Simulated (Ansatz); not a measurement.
System: rock-salt LaSe. Method: PBEsol in Ansatz (PAW).

A relaxed, unreconstructed slab of the (100) face has 8 atoms, two equal faces of 18.115 Å² each and an energy of -46356.7984 eV. A bulk cell of 4 atoms with the same orientation and in-plane k mesh has -23179.0753 eV. Energies are extrapolated to zero smearing.

Run with plane-wave cutoff 500 eV, 10×10×1 k mesh (along the axes of the cell as run), Fermi–Dirac smearing 0.05 eV, scalar-relativistic PAW data made under PBE.

Worked out: γ = (E_slab − N E_bulk per atom)/2A = [-46356.7984 − 8 × (-23179.0753/4)]/(2 × 18.115) = 0.0373 eV/Å². With 16.022 J/m² per eV/Å² this is 0.60 J/m², or 0.68 eV per surface cell and face.

Ansatz is a first-principles code.
